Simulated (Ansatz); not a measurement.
## How far to go with the k-point mesh: the (110) slab of ZrAu (cut from a parent of space group no. 123; 10 atoms in the cell)

```
CELL_PARAMETERS angstrom
      3.90579     0.00000     0.00000
      0.00000     4.46349     0.00000
      0.00000     0.00000    22.92701
ATOMIC_POSITIONS crystal
  Zr 0.00000 0.00000 0.30532
  Au 0.50000 0.50000 0.30532
  Zr 0.00000 0.50000 0.40266
  Au 0.50000 0.00000 0.40266
  Zr 0.00000 0.00000 0.50000
  Au 0.50000 0.50000 0.50000
  Zr 0.00000 0.50000 0.59734
  Au 0.50000 0.00000 0.59734
  Zr 0.00000 0.00000 0.69468
  Au 0.50000 0.50000 0.69468
```

Level of theory: PBEsol, default PAW files made with PBE (plane waves; Ansatz, a program for electronic structure).

Base settings: basis.ecutwfc = 420 eV; kpoints.mp_grid.grid = 4 4 1; hamiltonian.xc = pbesol; hamiltonian.pseudopotentials = {kind: paw} (the program's default PAW files); scf.occupations.method = gaussian; scf.occupations.width = 0.1 eV.

Only quantities that move along the ladder and can be compared are tabulated.

The count of work is k-points × plane waves × bands × iterations; it is no time. Core times come from one kind of shared machine, to one figure; runs under 30 s give none.

The starting cell comes from a database of computed structures (which also holds hypothetical and non-ambient phases and stackings), without a prior relaxation at this level. The slab is cut from that crystal, and its faces are unrelaxed. Its lattice was rescaled by up to half a per cent. Without a gap this mesh is coarse (it stands for a supercell whose shortest in-plane vector is 16 Å).

Steps (kpoints.mp_grid.grid): 2 2 1; 3 2 1; 3 3 1; 4 3 1; 4 4 1; 5 4 1; 5 5 1; 6 6 1; 7 6 1; 9 8 1; 10 9 1; 12 10 1; 14 12 1; 16 14 1; 19 16 1; 22 19 1.

### Question
What is the coarsest kpoints.mp_grid.grid that holds the forces within 0.01 eV/Å of the last step, with all finer ones?

### Answer
14 12 1; the step before is off by 0.016 eV/Å.

### Question
What is the coarsest kpoints.mp_grid.grid that holds the free energy within 0.5 meV/atom of the last step, with all finer ones?

### Answer
10 9 1, at 0.25 of the last step's count of work and about 0.3 of the last step's time; the step before is off by 1.0 meV/atom.

```tsv
kpoints.mp_grid.grid	free energy less the last step's (meV/atom)	largest difference of a force vector from the last step's (eV/Å)	count of work / last	core time / last (rough)
2 2 1	-62.37	0.491	0.041	–
3 2 1	1.50	0.102	0.041	–
3 3 1	-27.70	0.257	0.037	–
4 3 1	-10.84	0.076	0.056	–
4 4 1	-4.91	0.110	0.083	–
5 4 1	-2.20	0.100	0.083	–
5 5 1	-5.76	0.042	0.075	–
6 6 1	0.25	0.074	0.13	–
7 6 1	2.35	0.037	0.13	–
9 8 1	-1.03	0.013	0.21	–
10 9 1	-0.14	0.021	0.25	0.3
12 10 1	0.10	0.016	0.35	0.4
14 12 1	0.18	0.005	0.47	0.5
16 14 1	-0.18	0.005	0.60	0.6
19 16 1	-0.13	0.001	0.75	0.8
22 19 1	0.00	0.000	1.0	1
```

Keys are those of Ansatz 0.2.
